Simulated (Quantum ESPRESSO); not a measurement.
A self-consistent single point of NbPd2 (Immm, 3 atoms in the cell) with Quantum ESPRESSO.

Computed with LDA (PZ), GBRV 1.5 ultrasoft (LDA) pseudopotentials (plane waves; Quantum ESPRESSO).

```yaml
crystal:
  lattice:
    - [-1.42839, 1.98728, 4.25254]
    - [1.42839, -1.98728, 4.25254]
    - [1.42839, 1.98728, -4.25254]
  atoms:
    - { symbol: Nb, position: [0.00000, 0.00000, 0.00000] }
    - { symbol: Pd, position: [0.66658, 0.66658, 0.00000] }
    - { symbol: Pd, position: [0.33342, 0.33342, 0.00000] }
```

Reference input (self-consistent single point, DFT, PBEsol, plane waves, GBRV 1.5 ultrasoft (PBESOL) pseudopotentials): ecutwfc = 40 Ry; ecutrho = 320 Ry; occupations = smearing; smearing = gaussian; degauss = 0.0036749 Ry; potentials = {Nb: nb_pbesol_v1.uspp.F.UPF, Pd: pd_pbesol_v1.4.uspp.F.UPF}; K_POINTS = automatic 9 9 9 0 0 0; conv_thr = 1e-10 Ry; mixing_beta = 0.7. This run's input differs from it in these lines:

```diff
@@ -23,4 +23,4 @@
 ATOMIC_SPECIES
-Nb    92.9064  nb_pbesol_v1.uspp.F.UPF
-Pd   106.4200  pd_pbesol_v1.4.uspp.F.UPF
+Nb    92.9064  nb_lda_v1.uspp.F.UPF
+Pd   106.4200  pd_lda_v1.4.uspp.F.UPF
 ATOMIC_POSITIONS {angstrom}
```

Log, with long lists cut:

```
     Self-consistent Calculation

     iteration #  1     ecut=    40.00 Ry     beta= 0.70

     negative rho (up, down):  1.462E-01 0.000E+00

     total energy              =    -513.17609289 Ry
     estimated scf accuracy    <       4.27837252 Ry

     iteration #  2     ecut=    40.00 Ry     beta= 0.70

     negative rho (up, down):  1.508E-01 0.000E+00

     total energy              =    -514.44838464 Ry
     estimated scf accuracy    <      13.42563919 Ry

     iteration #  3     ecut=    40.00 Ry     beta= 0.70

     negative rho (up, down):  1.510E-01 0.000E+00

     total energy              =    -515.68088541 Ry
     estimated scf accuracy    <       0.47125368 Ry

   [... 7 blocks of this kind left out ...]

     iteration # 11     ecut=    40.00 Ry     beta= 0.70

     negative rho (up, down):  1.514E-01 0.000E+00

     total energy              =    -515.78234024 Ry
     estimated scf accuracy    <          1.2E-09 Ry

     iteration # 12     ecut=    40.00 Ry     beta= 0.70

     negative rho (up, down):  1.514E-01 0.000E+00
     End of self-consistent calculation

     Number of k-points >= 100: set verbosity='high' to print the bands.

     the Fermi energy is    18.2710 ev

!    total energy              =    -515.78234024 Ry
     estimated scf accuracy    <          6.9E-12 Ry
     smearing contrib. (-TS)   =      -0.00015145 Ry
     internal energy E=F+TS    =    -515.78218879 Ry

     convergence has been achieved in  12 iterations

     negative rho (up, down):  1.514E-01 0.000E+00

     Forces acting on atoms (cartesian axes, Ry/au):

     atom    1 type  1   force =     0.00000000    0.00000000    0.00000000
     atom    2 type  2   force =     0.00000000    0.00000000   -0.00468120
     atom    3 type  2   force =     0.00000000    0.00000000    0.00468120

     Total force =     0.006620     Total SCF correction =     0.000007

     negative rho (up, down):  1.514E-01 0.000E+00
          total   stress  (Ry/bohr**3)                   (kbar)     P=     -149.53
  -0.00094497   0.00000000   0.00000000         -139.01        0.00        0.00
   0.00000000  -0.00104701  -0.00000000            0.00     -154.02       -0.00
   0.00000000  -0.00000000  -0.00105754            0.00       -0.00     -155.57

   JOB DONE.
```

The run converged in 12 iterations. Against the reference run the pressure goes from -10.25 to -14.95 GPa and the largest force goes from 0.116 to 0.120 eV/Å.

The starting cell comes from a database of computed structures (which also holds hypothetical and non-ambient phases and stackings), without a prior relaxation at this level. Its lattice was rescaled by a random factor within 2.5 % of one. Spin polarisation is off. With a pressure of about -15 GPa the cell is away from its equilibrium volume at this level.

Cost on one core of a shared machine: roughly 3 min.
